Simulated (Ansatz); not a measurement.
## HgSe under a change: x(Cd) = 0.75, 8 atoms, P-4m2

The parent structure is HgSe in the zinc blende structure (space group F-43m, No. 216; a = 6.260 Å).

The other end (x = 1) is CdSe in the zinc blende structure (space group F-43m, No. 216): 29.74 Å³/atom, gap 0.49 eV.

It is then changed as follows: Cd replaces 75.0 % of the Hg, ordered in a cell of 8 atoms (starting symmetry P-4m2) and fully relaxed.

Method: plane-wave PAW DFT at the PBE level (Ansatz, a program for electronic structure, 420 eV), scalar-relativistic without spin-orbit coupling. k-mesh 11×11×4 (Γ-centred); smearing 0.05 eV (Fermi–Dirac), for the changed cell.

The volume per atom falls by 0.70 Å³ (30.66 Å³ → 29.96 Å³) and the density shrinks by 1.66 g/cm³, from 7.57 g/cm³ to 5.91 g/cm³. The shortest interatomic distance shrinks by 0.0275 Å (2.711 Å → 2.683 Å) and the band gap changes from zero to 0.08 eV (uncertain: the Fermi level lies in a band; the changed cell). The mixing energy is 0.00 eV/atom (to 0.01 eV only: unlike meshes or grids) and the deviation of the volume from the linear (Vegard-type) interpolation amounts to 0.0 %. The mean first-shell distances comes out as Hg–Se 2.707 Å (end compound 2.711 Å), Cd–Se 2.684 Å (end compound 2.683 Å).

Final structure:

```
CELL_PARAMETERS angstrom
      4.39500     0.00000     0.00000
      0.00000     4.39500     0.00000
      0.00000     0.00000    12.41029
ATOMIC_POSITIONS crystal
  Se 0.50000 0.00000 0.62431
  Se 0.00000 0.50000 0.37569
  Se 0.50000 0.00000 0.12732
  Se 0.00000 0.50000 0.87268
  Hg 0.00000 0.00000 0.00000
  Cd 0.50000 0.50000 0.74862
  Cd 0.00000 0.00000 0.50000
  Cd 0.50000 0.50000 0.25138
```

Cost of the whole job for the changed cell (relaxation, final SCF and bands): very roughly 14 core-minutes.

Each cell is one ordered arrangement of few atoms, which overstates ordering effects compared with a random alloy. With Hg present, leaving out spin-orbit coupling can change the band edges. Stability against distortions was not tested. The final runs are not spin-polarised. The zero or small gap of Cd3HgSe4 and HgSe can change with the level of theory.
